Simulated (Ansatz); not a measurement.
End structure of a constructed model of the (110) surface of bcc W, a layer of Ti in place of the second plane (bottom of the slab: a bare face, its two planes held):

```xyz
6
Lattice="2.7577 0.0000 0.0000 -0.9192 2.6000 0.0000 0.0000 0.0000 27.5000" Properties=species:S:1:pos:R:3 pbc="T T T"
W      0.9192     1.3000     8.1329
W      0.0000     0.0000    10.3846
W      0.9192     1.3000    12.6371
W      0.0000     0.0000    14.8678
Ti     0.9192     1.3000    17.1521
W      0.0000     0.0000    19.3233
```

Model: 6-atom slab, 11.2 Å thick at the start with caps and adatoms (thin: gaps and levels are the slab's own), 14x14x1 mesh, Fermi-Dirac 0.1 eV, dipole correction, 2 atoms held, the rest relaxed; start symmetry kept, larger cells not searched; no spin, no spin-orbit, no U. In PBE it is, or lies within 0.01 eV a 1x1 cell of, the lowest of the 2 structures of its composition computed so far; subsurface sites and larger cells were not tried.

### Question
Estimate the work function of the top face that Ansatz (an electronic-structure program) with PBE returns for this input.

### Answer
5.00 eV
